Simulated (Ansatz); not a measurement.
Defect migration in fcc Cu: Ru-vacancy pair (Ru on one host Cu site, one Cu site vacant), neutral cell. Level of theory: PBE, PAW (plane waves to 420 eV; Ansatz, a program for electronic structure).

32-site cell at the relaxed PBE lattice, a 2×2×2 k-point mesh shifted by half a step, smearing 0.10 eV, spin-restricted, no finite-size correction. Energies are static. Forms of the defect that were not tried may lie lower. The start lies 0.11 eV above the lowest site run (PBE).

Barriers: single points on a 4×4×4 k-point mesh shifted by half a step at the bands' geometries (they differ from the bands' own by up to 0.10 eV, and are uncertain by about as much).

Relaxed starting cell (atoms counted from 1):

```xyz
31
Lattice="7.2600 0.0000 0.0000 0.0000 7.2600 0.0000 0.0000 0.0000 7.2600" Properties=species:S:1:pos:R:3 pbc="T T T"
Ru    -0.0100     0.0398     0.0542
Cu    -0.0083     0.0348     3.6102
Cu    -0.0089     3.5963     0.0465
Cu    -0.0116     3.6195     3.6351
Cu     3.6197     0.0012     0.0165
Cu     3.6193     0.0027     3.6380
Cu     3.6201     3.6243     0.0172
Cu     3.6197     3.6222     3.6365
Cu    -0.0101     1.8290     5.4493
Cu    -0.0098     5.4354     1.8437
Cu    -0.0105     5.4611     5.4746
Cu     3.6203     1.8195     1.8311
Cu     3.6203     1.8159     5.4542
Cu     3.6200     5.4370     1.8305
Cu     3.6203     5.4448     5.4586
Cu     1.8135     0.0169     1.8445
Cu     1.8109     0.0049     5.4383
Cu     1.7849     3.6087     1.8331
Cu     1.7984     3.6216     5.4530
Cu     5.4269     0.0173     1.8447
Cu     5.4293     0.0060     5.4376
Cu     5.4537     3.6102     1.8321
Cu     5.4428     3.6209     5.4531
Cu     1.8132     1.8298     0.0295
Cu     1.7900     1.8183     3.6274
Cu     1.8108     5.4230     0.0217
Cu     1.7982     5.4377     3.6330
Cu     5.4270     1.8304     0.0286
Cu     5.4498     1.8182     3.6264
Cu     5.4296     5.4236     0.0215
Cu     5.4416     5.4400     3.6323
```

End state 1 differs by these moves (Å; atoms that move under 0.08 Å are left out):

```csv
atom,element,Δx,Δy,Δz
1,Ru,0.00,1.74,1.74
```

What is the computed forward and backward barriers to end state 1 (PBE, PAW)?

forward 1.09 eV, backward 1.09 eV; at the saddle point atom 1 has neighbours 4 Cu at 2.45, 4 Cu at 2.78 Å. The saddle point's order was not checked, and it lies on a symmetry element of the cell, where a band can be held.

End state 2 differs by these moves (Å; atoms that move under 0.08 Å are left out):

```
atom  element    Δx     Δy    Δz
----  -------  ----  -----  ----
3          Cu  0.00  -1.75  1.77
```

What forward and backward barriers to end state 2 does PBE, PAW give?

forward 0.66 eV, backward 0.76 eV; at the saddle point atom 3 has neighbours 4 Cu at 2.37, Cu at 2.77, Cu at 2.79, Cu at 2.82; Ru at 2.80 Å. The saddle point's order was not checked, and it lies on a symmetry element of the cell, where a band can be held.
